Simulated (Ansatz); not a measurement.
We consider YScO₃ (P6₃cm, No. 185, 30 atoms in the cell; start mp-769007), described by r²SCAN (Ansatz, a program for electronic structure, plane waves, PAW).

Settings: plane-wave cutoff 560 eV, 6×6×4 k mesh (along the axes of the cell as run), Fermi–Dirac smearing 0.01 eV, scalar-relativistic PAW data made under PBE.

Cell (relaxed with PBEsol):

```xyz
30
Lattice="6.1343 0.0000 0.0000 -3.0671 5.3124 0.0000 0.0000 0.0000 12.0981" Properties=species:S:1:pos:R:3 pbc="T T T"
Y      3.0671     1.7708     8.8971
Y      0.0000     3.5416     2.8480
Y      0.0000     3.5416     8.8971
Y      3.0671     1.7708     2.8480
Y      0.0000     0.0000     9.3792
Y      0.0000     0.0000     3.3301
Sc     2.0437     3.5398     0.0230
Sc    -2.0437     3.5398     6.0720
Sc     2.0469     0.0000     0.0230
Sc     1.0234     1.7726     6.0720
Sc    -1.0234     1.7726     0.0230
Sc     4.0874     0.0000     6.0720
O      2.1246     3.6799     2.0546
O     -2.1246     3.6799     8.1036
O      1.8851     0.0000     2.0546
O      0.9426     1.6326     8.1036
O     -0.9426     1.6326     2.0546
O      4.2491     0.0000     8.1036
O      1.9645     3.4026    10.1029
O     -1.9645     3.4026     4.0539
O      2.2053     0.0000    10.1029
O      1.1026     1.9098     4.0539
O     -1.1026     1.9098    10.1029
O      3.9290     0.0000     4.0539
O      3.0671     1.7708     6.3224
O      0.0000     3.5416     0.2734
O      0.0000     3.5416     6.3224
O      3.0671     1.7708     0.2734
O      0.0000     0.0000    11.8073
O      0.0000     0.0000     5.7582
```

Q: What does this level give for the band gap?

A: 
- band gap: 3.69 eV

Note: cell and atoms aren't relaxed at this level (largest force component 0.06 eV/Å, pressure 2.9 GPa).

Spin–orbit coupling is not included.

It cost around 8 core-minutes (rough) of CPU time.

A start named mp-… is a Materials Project structure, which need not be a measured phase.
